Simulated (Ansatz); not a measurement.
The boundary is one mirror-built cell; no search for the lowest one was made.

```yaml
junction: Σ5 (310) symmetric tilt boundary in bcc Mo
cell_area: 15.79 Å²
transmission_a_spin: 1.368
channels_of_the_lower_lead: 2.560
channels_of_the_upper_lead: 2.560
```

Level of theory: PBE (plane waves, PAW; Ansatz, an electronic-structure program).

Q: Work out the resistance-area product that the junction adds between diffusive leads.

A: AR = A (h/2e²)[1/T − 1/(2N₁) − 1/(2N₂)] = 15.79 × 10⁻²⁰ m² × 12906 Ω × 0.340 = 0.69 × 10⁻¹⁵ Ω m².
